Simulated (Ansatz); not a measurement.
Start from SiC (space group P6_3mc, No. 186; a = 3.0778 Å, c = 10.0773 Å). Axes: x lies along a and z along c of the hexagonal cell.

All numbers come from r2SCAN (Ansatz, a program for electronic structure; PAW; 500 eV plane waves; scalar-relativistic without spin-orbit coupling), earlier PAW set.

Strains are applied to the cell and any free atomic positions relax; under biaxial strain the out-of-plane vector relaxes too; under stress the whole cell relaxes.

One change was made to it. Results:

```csv
quantity,base,after
"valence-band top at Γ (three highest levels, from the VBM)","0.00, 0.00, -0.05 eV","0.00, 0.00, -0.25 eV"
shortest interatomic distance,1.883 Å,1.861 Å
```

Problem. Name the change that was made.
A) tensor shear ε_xz = +1.93 %
B) uniaxial stress, 5 GPa compression along z
C) biaxial strain −0.90 %, plane normal [001], relaxed out of plane
D) uniaxial stress, 0.5 GPa tension along x
E) biaxial strain −1.54 %, plane normal [001], relaxed out of plane

Solution. E, biaxial strain −1.54 %, plane normal [001], relaxed out of plane. For comparison, the valence-band top at Γ in the other runs: uniaxial stress, 0.5 GPa tension along x gives 0.00, -0.01, -0.05 eV; uniaxial stress, 5 GPa compression along z gives 0.00, -0.04, -0.04 eV; tensor shear ε_xz = +1.93 % gives 0.00, -0.13, -0.31 eV; biaxial strain −0.90 %, plane normal [001], relaxed out of plane gives 0.00, 0.00, -0.16 eV.

The levels and masses belong to the bands next to the band gap. Stability under load was not tested beyond the relaxation.
